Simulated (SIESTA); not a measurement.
Band structure of Cr (Im-3m, 1 atom in the cell).

```xyz
1
Lattice="-1.4544 1.4544 1.4544 1.4544 -1.4544 1.4544 1.4544 1.4544 -1.4544" Properties=species:S:1:pos:R:3 pbc="T T T"
Cr     0.0000     0.0000     0.0000
```
Moments meant for the start (each program seeds them in its own way; μB, in the order of the atoms Cr): 3.0.

Level of theory: GGA PBE, numerical atomic orbitals DZP, PseudoDojo PBE standard norm-conserving potentials (rewritten from UPF to PSML) (SIESTA 5.4.2).

Settings: XC.functional = GGA; XC.authors = PBE; potentials = PseudoDojo PBE standard; PAO.BasisSize = DZP; PAO.EnergyShift = 0.01 Ry; MeshCutoff = 300 Ry; kgrid.MonkhorstPack = 16 16 16; OccupationFunction = MP; OccupationMPOrder = 0; ElectronicTemperature = 2320.9 K; Spin = polarized; DM.InitSpin = [1 +3.00]; MaxSCFIterations = 150; SCF.Mixer.Method = Pulay.

The starting cell was generated: these elements placed on a structure prototype, without a prior relaxation; it need not be a known phase or ordering of this composition. Its lattice was rescaled by a random factor within 2.5 % of one. The starting moments vanished: the run ended non-magnetic, which need not be the lowest state. Values carry the incompleteness of an atom-centred basis.

Levels in eV from the Fermi level, bands 4 to 9 of the first spin channel:
```tsv
point	4	5	6	7	8	9
Γ	-42.93	-7.59	-0.82	-0.82	-0.82	1.07
H	-43.42	-3.95	-3.95	2.26	2.26	2.26
N	-42.90	-4.11	-2.25	1.06	1.09	1.35
P	-43.28	-2.16	-2.16	-2.16	1.42	1.42
```

Bands cross the Fermi level along this path, so the cell is metallic at this level.

Higher empty bands are left out: an atom-centred basis made for the valence describes them poorly.

The net moment of the cell came out as 0.00 μB.
